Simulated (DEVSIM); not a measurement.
System: illuminated CdTe p-on-n cell, one wavelength, at 300 K.

| layer (left to right) | material | thickness (μm) | Nd (cm⁻³) | Na (cm⁻³) | τn (s) | τp (s) | absorption coefficient (cm⁻¹) |
|---|---|---|---|---|---|---|---|
| 1 | CdTe | 0.700 | - | 1.7e18 | 3.6e-10 | 1.1e-10 | 6100 |
| 2 | CdTe | 2.30 | 1.4e17 | - | 1.3e-9 | 1.3e-9 | 6100 |

Left contact: ohmic, minority electron recombination velocity 4e5 cm/s. Right contact: ohmic, minority hole recombination velocity 6e5 cm/s. Voltage is applied to the left contact. Recombination: SRH at mid-gap, radiative, Auger. Light enters at the left, 9.6e17 photons cm⁻² s⁻¹, one pass, no reflection. Mobility is μmin + (μ − μmin)/(1 + (N/Nref)^α).

Constants are typed, rounded textbook-type inputs, not results; the design itself was drawn at random and stands for no fabricated device. Values at 300 K.

| parameter | CdTe |
|---|---|
| gap (eV) | 1.5 |
| affinity (eV) | 4.28 |
| permittivity | 10.2 |
| Nc (cm⁻³) | 8e17 |
| Nv (cm⁻³) | 1.8e19 |
| μn (cm²/Vs) | 1000 |
| μp (cm²/Vs) | 80 |
| μn,min | 100 |
| μp,min | 10 |
| Nref,n | 1e17 |
| Nref,p | 1e17 |
| αn | 0.6 |
| αp | 0.6 |
| B (cm³/s) | 1e-10 |
| Cn (cm⁶/s) | 1e-30 |
| Cp (cm⁶/s) | 1e-30 |

DEVSIM, 1D drift-diffusion, Boltzmann statistics, complete ionisation; no tunnelling, impact ionisation, image-force lowering or self-heating.

Base results: dark forward voltage at 1 A/cm² (V) 1.142; fill factor 0.79; share of generated pairs collected at short circuit 0.365; short-circuit current (mA/cm²) 47.1.

Problem. What follows from this one change: thickness of layer 2 2.3 → 6.9 μm?

Solution. dark forward voltage at 1 A/cm² little changed (1.142 V); fill factor little changed (0.79); share of generated pairs collected at short circuit 0.365 → 0.309; short-circuit current little changed (47.1 mA/cm²).

Problem. What follows from this one change: photon flux 9.6e+17 → 2.9e+19 cm^-2 s^-1?

Solution. dark forward voltage at 1 A/cm² little changed (1.142 V); fill factor 0.79 → 0.82; share of generated pairs collected at short circuit little changed (0.365); short-circuit current 47.1 → 1420 mA/cm².

Problem. What follows from this one change: constant mobility in place of the doping-dependent one?

Solution. dark forward voltage at 1 A/cm² 1.142 → 1.132 V; fill factor 0.79 → 0.81; share of generated pairs collected at short circuit 0.365 → 0.490; short-circuit current 47.1 → 63.3 mA/cm².
